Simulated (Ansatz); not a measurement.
Input:

```
CELL_PARAMETERS angstrom
      4.09856     0.00000     0.00000
     -2.04928     3.52828     0.00000
      0.00000     0.00000     6.63675
ATOMIC_POSITIONS crystal
  Cd 0.33329 0.66658 0.00006
  Cd 0.66671 0.33342 0.50006
  S  0.33244 0.66488 0.37694
  S  0.66756 0.33512 0.87694
```

No spin polarisation.

Computed with LDA (Ansatz, an electronic-structure program), no spin-orbit coupling. k-mesh 9×9×5 (Γ-centred); smearing 0.05 eV (Fermi–Dirac).

Q: Predict the space group and pressure.

A: The space group is Cmc2_1 (No. 36) and the pressure (mean of the normal stresses, compression positive) comes out as -0.40 GPa.

The cells carry an imposed strain or load. Whether these cells are dynamically stable was not tested. The cell was made from CdS in the wurtzite structure (space group P6_3mc, No. 186) by this change: uniaxial strain ε_xx = +0.60 %.
